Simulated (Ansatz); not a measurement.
Start from InAs in the zinc blende structure (space group F-43m, No. 216; a = 6.087 Å).

Level of theory: PBEsol/PAW in Ansatz (a quantum-chemistry and plane-wave program), no SOC.

Base values:

```
Item       Result
--------  -------
Pressure  0.0 GPa
Band gap     zero
```

One thing is altered: an isotropic linear strain of +3.00 %, atoms relaxed at fixed cell.

Question: Predict the new pressure, energy relative to the base and band gap.

Answer: The pressure goes from zero to -4.0 GPa; the energy rises by 36 meV/atom; the band gap remains zero.

A case with no gap was solved on a k-mesh chosen for an insulator, which is coarse for it. No phonon test of stability was made. The final runs are not spin-polarised. The zero or small gap of InAs can change with the level of theory.
